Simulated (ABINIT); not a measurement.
A self-consistent single point of TaAs (I4_1md, 4 atoms in the cell) with ABINIT.

Method: LDA (PW92), PAW (JTH v2.0 LDA PAW) (plane waves; ABINIT).

```xyz
4
Lattice="-1.6960 1.6960 5.7799 1.6960 -1.6960 5.7799 1.6960 1.6960 -5.7799" Properties=species:S:1:pos:R:3 pbc="T T T"
Ta     1.6960     0.0000     5.7796
Ta     0.0000     0.0000     8.6695
As     1.6960     0.0000     0.9552
As     0.0000     0.0000     3.8452
```

Reference input (self-consistent single point, DFT, PBE, plane waves, PAW (JTH v2.0 PBE PAW)): pseudos = [Ta.GGA_PBE-JTH.xml, As.GGA_PBE-JTH.xml]; ecut = 20 Ha; pawecutdg = 40 Ha; pawxcdev = 0; ixc = 11; occopt = 7; tsmear = 0.1 eV; ngkpt = 8 8 8; nshiftk = 1; shiftk = 0 0 0; potentials = JTH v2.0 PBE PAW; nband = 36. This run's input differs from it in these lines:

```diff
@@ -1,4 +1,4 @@
-# TaAs, JTH v2.0 PBE PAW
+# TaAs, JTH v2.0 LDA PAW
 pp_dirpath "./"
-pseudos "Ta.GGA_PBE-JTH.xml, As.GGA_PBE-JTH.xml"
+pseudos "Ta.LDA_PW-JTH.xml, As.LDA_PW-JTH.xml"
 acell 3*1.0 Angstrom
@@ -20,3 +20,3 @@
 pawxcdev 0
-ixc 11
+ixc 7
 occopt 7
```

Its files differ too (potentials: JTH v2.0 PBE PAW → JTH v2.0 LDA PAW).

Output, abridged:

```
--- !BeginCycle
solver: {iscf: 17, nstep: 50, nline: 4, wfoptalg: 10, }
tolerances: {toldfe: 1.00E-09, }
...

     iter   Etot(hartree)      deltaE(h)  residm     nres2
 ETOT  1  -339.29906197240    -3.393E+02 3.387E+01 5.725E+01
 ETOT  2  -347.01177057704    -7.713E+00 1.294E-01 9.778E+01
 ETOT  3  -346.90105609893     1.107E-01 2.632E-01 2.853E+01
 ETOT  4  -346.84963914564     5.142E-02 3.630E-02 8.332E-01
 ETOT  5  -346.85731955870    -7.680E-03 2.152E-02 2.129E+00
   [... 5 lines left out ...]
 ETOT 11  -346.85452302049    -1.067E-07 2.597E-04 2.669E-07
 ETOT 12  -346.85452303647    -1.598E-08 1.938E-04 1.411E-07
 ETOT 13  -346.85452303667    -2.061E-10 1.843E-04 5.699E-09
 ETOT 14  -346.85452303670    -2.285E-11 1.357E-04 8.401E-10
 At SCF step   14, etot is converged :
  for the second time, diff in etot=  2.285E-11 < toldfe=  1.000E-09

 Cartesian components of stress tensor (hartree/bohr^3)
  sigma(1 1)= -3.10985135E-05  sigma(3 2)=  0.00000000E+00
  sigma(2 2)= -3.10985135E-05  sigma(3 1)=  0.00000000E+00
  sigma(3 3)= -3.48431644E-06  sigma(2 1)=  0.00000000E+00

 ----iterations are completed or convergence reached----

 reduced coordinates (array xred) for    4 atoms
       0.499970000000      0.999970000000      0.500000000000
       0.749970000000      0.749970000000      0.000000000000
       0.082630000000      0.582630000000      0.500000000000
       0.332630000000      0.332630000000      0.000000000000
 cartesian forces (eV/Angstrom) at end:
    1      0.00000000000000    -0.00000000000000     0.04087544389194
   [... lines left out ...]
 Fermi (or HOMO) energy (hartree) =   0.20579   Average Vxc (hartree)=  -0.44550
   [... lines left out ...]
'-kT*entropy'       : -1.76011608494309E-04
total_energy        : -3.46854527286119E+02
total_energy_eV     : -9.43839168556142E+03
...

-Cartesian components of stress tensor (GPa)         [Pressure=  6.4414E-01 GPa]
- sigma(1 1)= -9.14949701E-01  sigma(3 2)=  0.00000000E+00
- sigma(2 2)= -9.14949701E-01  sigma(3 1)=  0.00000000E+00
- sigma(3 3)= -1.02512111E-01  sigma(2 1)=  0.00000000E+00

 Calculation completed.
```

The run converged in 14 iterations. Against the reference run the pressure goes from 11.40 to 0.64 GPa and the largest force goes from 0.050 to 0.041 eV/Å.

The starting cell comes from a database of computed structures (which also holds hypothetical and non-ambient phases and stackings), without a prior relaxation at this level. Its lattice was rescaled by a random factor within 2.5 % of one. Spin polarisation is off.

Cost on one core of a shared machine: roughly 5 min.
